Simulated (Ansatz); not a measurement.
```
SnO2
1.0
    4.76895     0.00000     0.00000
    0.00000     4.76942     0.00000
    0.00000     0.00000     3.21200
Sn O
2 4
Direct
  0.50000   0.50000   0.50000
  0.00000   0.00000   0.00000
  0.30621   0.30635   0.00000
  0.69379   0.69365   0.00000
  0.80621   0.19365   0.50000
  0.19379   0.80635   0.50000
```

Levels: band masses from r2SCAN, rigid bands in Ansatz (an electronic-structure program); dielectric response from LDA in Ansatz.

### Question
Estimate the Fröhlich constants and the polar-limited mobilities at 300 K.

### Answer
electrons: mass 0.22 mₑ, α = 0.93, about 490 cm²/(V·s) by the iterated Boltzmann equation for weak coupling; holes: mass 1.60 mₑ, α = 2.5, intermediate coupling to a stiff mode, where neither simple mobility formula holds (ε∞ 4.5, static ε 12.0, LO 65 meV).

Model: isotropic Fröhlich coupling of one parabolic band to one effective longitudinal optical (LO) phonon, from the dielectric constants and phonon modes at the zone centre, chosen so that α equals the sum over the polar modes. Acoustic, nonpolar, intervalley and impurity scattering are left out, and they lower the mobility further; with several valleys or bands the averaged mass is a rough stand-in. Semilocal functionals tend to overestimate ε∞, which makes α low and the mobility high.
